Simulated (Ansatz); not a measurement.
The reference is Cu in the fcc (Cu type) structure (space group Fm-3m, No. 225; relaxed with 0.1 eV smearing).

```
CELL_PARAMETERS angstrom
      0.00000     1.78189     1.78189
      1.78189     0.00000     1.78189
      1.78189     1.78189     0.00000
ATOMIC_POSITIONS crystal
  Cu 0.00000 0.00000 0.00000
```

Cartesian axes are those of the cell as printed.

All numbers come from DFT with PBEsol, PAW potentials and a 420 eV plane-wave cutoff in Ansatz (a quantum-chemistry and plane-wave program), without spin-orbit coupling.

Strains are applied to the cell and any free atomic positions relax.

One change was made to it. Results:

The pressure (mean of the normal stresses, compression positive) goes from zero to -3.2 GPa; the energy rises by 2.9 meV/atom.

Problem. Name the change that was made.
(A) uniaxial strain ε_zz = −3.00 %
(B) uniaxial strain ε_zz = +2.00 %
(C) uniaxial strain ε_zz = +1.00 %
(D) uniaxial strain ε_zz = +3.00 %

Solution. B, uniaxial strain ε_zz = +2.00 %. For comparison, the energy relative to the base in the other runs: uniaxial strain ε_zz = +1.00 % gives +0.7 meV/atom; uniaxial strain ε_zz = +3.00 % gives +6.4 meV/atom; uniaxial strain ε_zz = −3.00 % gives +7.0 meV/atom.

No phonon test of stability was made. The final runs are not spin-polarised.
